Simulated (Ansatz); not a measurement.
KCSN (Pbcm, No. 57) was calculated with r²SCAN (PAW; Ansatz, a program for electronic structure).

Run with plane-wave cutoff 560 eV, 6×6×6 k mesh, Fermi–Dirac smearing 0.01 eV, scalar-relativistic PAW data made under PBE.

On both sides of the equilibrium volume: at 20.547 Å³/atom the pressure is 0.38 GPa and the direct gap at Γ 4.516 eV; at 21.386 Å³/atom they are -0.34 GPa and 4.579 eV. The fitted bulk modulus is 18.0 GPa.

**Question.** Work out the volume deformation potential of this gap and its pressure coefficient, in two ways.

**Answer.** a_V = dE_g/d ln V = (4.579 − 4.516)/ln(21.386/20.547) = 1.57 eV. Since dP = −B d ln V, dE_g/dP = −a_V/B = -87 meV/GPa. Straight from the pressures: (4.516 − 4.579)/(0.38 − (-0.34)) = -87 meV/GPa. At this level and over this range the gap at Γ narrows under pressure.
